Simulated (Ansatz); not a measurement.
**Cubic perovskite CsSnI₃ (cubic high-temperature phase)**

Computed with rVV10 (Ansatz, a first-principles code, plane waves, PAW).

Run with plane-wave cutoff 500 eV, 6×6×6 k mesh, gaussian smearing 0.02 eV, scalar-relativistic PAW data made under PBE.

Cell (relaxed at this level):

```cif
data_CsI3Sn
_chemical_formula_sum 'Cs1 Sn1 I3'
_space_group_name_H-M_alt 'P 1'
_space_group_IT_number 1
_cell_length_a 6.22464
_cell_length_b 6.22464
_cell_length_c 6.22464
_cell_angle_alpha 90.000
_cell_angle_beta 90.000
_cell_angle_gamma 90.000
loop_
_space_group_symop_operation_xyz
  'x, y, z'
loop_
_atom_site_label
_atom_site_type_symbol
_atom_site_fract_x
_atom_site_fract_y
_atom_site_fract_z
_atom_site_occupancy
Cs1 Cs 0.00000 0.00000 0.00000 1
Sn1 Sn 0.50000 0.50000 0.50000 1
I1 I 0.50000 0.00000 0.50000 1
I2 I 0.00000 0.50000 0.50000 1
I3 I 0.50000 0.50000 0.00000 1
```

```
Item                            Value
--------  ---------------------------
band gap  0.38 eV (on the SCF k mesh)
```

Note: the relaxation could not lower the start's symmetry, so the cell can be a saddle point above a distorted one.

Spin–orbit coupling is not included; with these elements it can move the gap by several tenths of an eV or more.

Static lattice: no zero-point or thermal effects.
